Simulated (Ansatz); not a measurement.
Functionals compared on a constructed model of the (100) surface of fcc Cu, a pseudomorphic layer of Re in the host's stacking (bottom of the slab: a bare face, its two planes held), in Ansatz (plane waves, PAW). The structure was relaxed with PBE; the other rows are single points on it. Cutoff 420 eV (500 eV for r2SCAN).

Model: 7-atom slab, 11.4 Å thick at the start, 15x15x1 mesh, Fermi-Dirac 0.1 eV, dipole correction, 2 atoms held, the rest relaxed; start symmetry kept, larger cells not searched; no spin, no spin-orbit, no U. It is one candidate, not shown to be the stable structure of the face. These notes are the PBE run's.

| functional | work function of the top face (eV) | rough cost of the single point |
|---|---|---|
| PBE | 5.40 | – |
| RPBE | 5.27 | very roughly 40 core-seconds |
| r2SCAN | 5.49 | very roughly 70 core-seconds |

Ansatz is a first-principles code.
